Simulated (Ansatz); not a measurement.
Reference: SnO₂ (P4_2/mnm), PBEsol, rigid bands (plane waves, PAW, scalar-relativistic; Ansatz, a program for electronic structure); axes and stresses refer to this cell.

```
SnO2
1.0
    4.76909     0.00000     0.00000
    0.00000     4.76909     0.00000
    0.00000     0.00000     3.21208
Sn O
2 4
Direct
  0.50000   0.50000   0.50000
  0.00000   0.00000   0.00000
  0.19372   0.80628   0.50000
  0.80628   0.19372   0.50000
  0.69372   0.69372   0.00000
  0.30628   0.30628   0.00000
```

The Seebeck coefficient, p-type 1e19 cm⁻³ is 346 μV/K, the electron conductivity mass comes out as 0.190 mₑ and the hole conductivity mass is 1.55 mₑ.

Task: Change: spin-orbit coupling switched on. What happens to Seebeck coefficient, p-type 1e19 cm⁻³, electron conductivity mass, hole conductivity mass?

Result: Seebeck coefficient, p-type 1e19 cm⁻³ moves little, to 346 μV/K; electron conductivity mass moves little, to 0.190 mₑ; hole conductivity mass moves little, to 1.55 mₑ.

Masses are for dilute carriers at 300 K, harmonic means over directions unless an axis is named. Seebeck coefficients are for the stated density at 300 K, with one relaxation time for all states and whether or not that doping can be reached. Spin-orbit coupling is left out unless a row names it.
